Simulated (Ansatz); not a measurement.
Consider AlAs in the zinc blende structure (space group F-43m, No. 216).

```yaml
crystal:
  lattice:
    - [0.00000, 2.83733, 2.83733]
    - [2.83733, 0.00000, 2.83733]
    - [2.83733, 2.83733, 0.00000]
  atoms:
    - { symbol: As, position: [0.75000, 0.75000, 0.75000] }
    - { symbol: Al, position: [0.00000, 0.00000, 0.00000] }
```

All numbers come from PBEsol (Ansatz, a program for electronic structure, PAW, spin-orbit coupling left out).

One change was made to it. Results:

The band gap changes from 1.34 eV to zero; the shortest interatomic distance grows by 0.231 Å (2.457 Å → 2.688 Å).

Task: What was done to the base?
(A) As → C
(B) As → Sn
(C) As → Cu

Result: B, As → Sn. For comparison, the shortest interatomic distance in the other runs: As → C gives 2.005 Å; As → Cu gives 2.369 Å.

No phonon test of stability was made. As relaxed here, AlSn, AlC and AlCu are hypothetical phases, not in the database extracts checked. All final runs are without spin polarisation. An odd electron count without spin: AlSn and AlC.
